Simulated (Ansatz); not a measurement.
Start from Ir in the fcc (Cu type) structure (space group Fm-3m, No. 225; a = 3.831 Å; relaxed with 0.1 eV smearing). Axes: x, y, z lie along the cube axes.

All numbers come from plane-wave PAW DFT at the PBEsol level (Ansatz, a quantum-chemistry and plane-wave program, 420 eV), no spin-orbit coupling.

Strains are applied to the cell and any free atomic positions relax; under biaxial strain the out-of-plane vector relaxes too.

One change was made to it. Results:

| quantity | base | after |
|---|---|---|
| volume per atom | 14.06 Å³ | 14.40 Å³ |
| pressure (mean of the normal stresses, compression positive) | 0.0 GPa | -8.3 GPa |

Name the change that was made.
A) biaxial strain +3.00 %, plane normal [001], relaxed out of plane
B) biaxial strain −1.50 %, plane normal [001], relaxed out of plane
C) biaxial strain +2.00 %, plane normal [001], relaxed out of plane

C, biaxial strain +2.00 %, plane normal [001], relaxed out of plane. For comparison, the pressure in the other runs: biaxial strain −1.50 %, plane normal [001], relaxed out of plane gives 7.5 GPa; biaxial strain +3.00 %, plane normal [001], relaxed out of plane gives -11.9 GPa.

Stability against distortions was not tested. All final runs are without spin polarisation.
